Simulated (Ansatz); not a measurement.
**Pd: uniaxial strain ε_zz = −2.00 %**

Take Pd in the fcc (Cu type) structure (space group Fm-3m, No. 225; a = 3.910 Å; relaxed with 0.1 eV smearing) as the base. Axes: x, y, z lie along the cube axes.

It is then changed as follows: the cell is compressed by 2.00 % along z with no lateral relaxation; the atoms relax in the strained cell.

Level of theory: r2SCAN, PAW, 500 eV (Ansatz, a quantum-chemistry and plane-wave program; no spin-orbit coupling). Γ-centred 29×29×29 mesh, Fermi–Dirac width 0.1 eV.

```tsv
quantity	base	changed	shift
volume per atom	14.95 Å³	14.65 Å³	-0.30 Å³
space group	Fm-3m (No. 225)	I4/mmm (No. 139)	–
shortest interatomic distance	2.765 Å	2.738 Å	-0.0275 Å
energy relative to the base (free energy F)	0 meV/atom	+4.2 meV/atom	+4.2 meV/atom
pressure (mean of the normal stresses, compression positive)	0.0 GPa	3.9 GPa	+3.9 GPa
band gap	zero	zero	–
stress (xx, yy, zz, yz, xz, xy; compression positive)	–	(3.6, 3.6, 4.6, 0.0, 0.0, 0.0) GPa	–
```

Final structure:

```xyz
1
Lattice="0.0000 1.9552 1.9161 1.9552 0.0000 1.9161 1.9552 1.9552 0.0000" Properties=species:S:1:pos:R:3 pbc="T T T"
Pd     0.0000     0.0000     0.0000
```

Whether these cells are dynamically stable was not tested. The final runs are not spin-polarised. Pd has a high density of states at the Fermi level and may be magnetic at this level.
